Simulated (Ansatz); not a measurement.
```
CELL_PARAMETERS angstrom
      0.00000     2.57222     2.53848
      2.57222     0.00000     2.53848
      2.57222     2.57222     0.00000
ATOMIC_POSITIONS crystal
  Be 0.00000 0.00000 0.00000
  Se 0.25000 0.25000 0.25000
```

Calculation: PBEsol with spin-orbit coupling, rigid bands (plane waves, PAW; Ansatz, a program for electronic structure). Condition of this run: uniaxial stress zz = 1 GPa (compression positive) (the target of the relaxation). Geometry: cell and atoms relaxed with PBEsol, then loaded as said.

Task: Predict the electron conductivity mass (n e² τ/σ) at 300 K, by direction if it differs.

Result: 0.28 (x), 0.28 (y), 0.75 (z) mₑ.

Task: What conductivity effective mass do dilute holes have at 300 K?

Result: 0.59 (x), 0.59 (y), 0.55 (z) mₑ.

Task: And the band gap?

Result: 2.23 eV at this level; semilocal functionals usually fall short of the measured gap.

Rigid bands, one relaxation time for all states, no polarons.
